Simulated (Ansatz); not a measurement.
The parent structure is Ca₃P₂ (space group Pm-3m, No. 221; a = 5.242 Å; a cell from a computed database, its experimental status unchecked).

Now apply this change: a hydrostatic pressure of 0.3 GPa.

Levels (all Ansatz, a program for electronic structure, PAW): PBEsol (420 eV, scalar-relativistic without spin-orbit coupling); HSE06 (420 eV, without spin-orbit coupling).

The geometry is relaxed with PBEsol.

* **PBEsol band gap**: 0.40 eV

With HSE06 at the same geometry, the band gap rises by 0.63 eV (0.40 eV → 1.03 eV).

Single points use the geometry relaxed with PBEsol. Load acts through the strain it causes; cell and atoms are relaxed under it. No phonon test of stability was made.
